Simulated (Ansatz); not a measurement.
Base system: ZnO (space group Pm-3n, No. 223; a = 5.5770 Å; a hypothetical phase, not in the database extracts checked). Axes: x, y, z lie along the cube axes.

Level of theory: PBEsol in Ansatz (plane waves to 420 eV, PAW, scalar-relativistic without spin-orbit coupling).

Strains are applied to the cell and any free atomic positions relax; under biaxial strain the out-of-plane vector relaxes too.

One change was made to it. Results:

The band gap decreases by 0.23 eV (1.02 eV → 0.79 eV); the volume per atom rises by 0.441 Å³, from 14.45 Å³ to 14.90 Å³; the energy goes up by 13 meV/atom.

Which of these changes matches the shifts?
(A) biaxial strain +2.82 %, plane normal [001], relaxed out of plane
(B) isotropic strain +1.12 %
(C) uniaxial strain ε_xx = +2.35 %

A, biaxial strain +2.82 %, plane normal [001], relaxed out of plane. For comparison, the band gap in the other runs: uniaxial strain ε_xx = +2.35 % gives 0.96 eV; isotropic strain +1.12 % gives 1.00 eV.

Stability against distortions was not tested.

Ansatz is a first-principles code.
